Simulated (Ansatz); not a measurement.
Take TiAl (space group P4/mmm, No. 123; relaxed with 0.1 eV smearing) as the base.

```
CELL_PARAMETERS angstrom
      2.81271     0.00000     0.00000
      0.00000     2.81271     0.00000
      0.00000     0.00000     4.06160
ATOMIC_POSITIONS crystal
  Ti 0.00000 0.00000 0.00000
  Al 0.50000 0.50000 0.50000
```

Cartesian axes are those of the cell as printed.

Computed with Ansatz (an electronic-structure program) r2SCAN, scalar-relativistic without spin-orbit coupling.

For the base:

```
Item                            Result
-----------------------------  -------
Shortest interatomic distance  2.813 Å
```

The change: uniaxial strain ε_xx = +3.00 %, all other strain components held at zero, atoms relaxed at fixed cell.

Q: Predict the new stress, energy relative to the base and shortest interatomic distance.

A: The stress (xx, yy, zz, yz, xz, xy; compression positive) amounts to (-5.7, -1.7, -2.5, 0.0, 0.0, 0.0) GPa; the energy grows by 9.0 meV/atom; the shortest interatomic distance remains 2.813 Å.

No phonon test of stability was made. All final runs are without spin polarisation.
